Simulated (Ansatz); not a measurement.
MgO (Fm-3m), HSE06, rigid bands (Ansatz, a program for electronic structure): N_c = 5.43e18 cm⁻³ at 300 K and an electron conductivity mass of 0.362 mₑ.

### Question
For 1e17 electrons per cm³ at 300 K, place the Fermi level, estimate the Seebeck coefficient of a parabolic band with constant τ, and give mobility and conductivity for τ = 50 fs.

### Answer
The level lies k_BT ln(N_c/n) = 0.103 eV below the conduction-band minimum. S ≈ −(k_B/e)[ln(N_c/n) + 5/2] = -560 μV/K, against -558 μV/K from the full bands (mean over directions). μ = eτ/m = 243 cm²/(V·s) and σ = neμ = 3.89 S/cm. τ is assumed, not computed.

Band transport and this doping are assumed; polarons and phonon drag are left out. Spin-orbit coupling is left out. Geometry: cell and atoms relaxed with PBEsol.
